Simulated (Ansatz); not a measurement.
Mg₃PN (model structure, started from the cubic perovskite type, Pm-3m, No. 221, 5 atoms in the cell) was calculated with PBEsol (Ansatz, a program for electronic structure, plane waves, PAW).

Settings: plane-wave cutoff 520 eV, 8×8×8 k mesh, Fermi–Dirac smearing 0.01 eV, scalar-relativistic PAW data made under PBE.

Cell (relaxed with PBEsol):

Space group Pm-3m (No. 221); a = b = c = 4.152 Å, α = β = γ = 90.00°

| atom | site | symmetry | x | y | z |
|---|---|---|---|---|---|
| P | 1a | m-3m | 0.0000 | 0.0000 | 0.0000 |
| N | 1b | m-3m | 0.5000 | 0.5000 | 0.5000 |
| Mg | 3c | 4/mm.m | 0.0000 | 0.5000 | 0.5000 |

Task: Predict the band gap.

Result: 
band gap: 1.71 eV (direct)

Note: the relaxation could raise the start's symmetry but not lower it, so the cell can be a saddle point.

Static lattice: no zero-point or thermal effects.

It cost around 20 core-seconds (rough) of CPU time.

A model structure was made by putting elements into a prototype or built by hand; it is no filed structure, need not be a known phase, and can be a saddle point held by its symmetry.
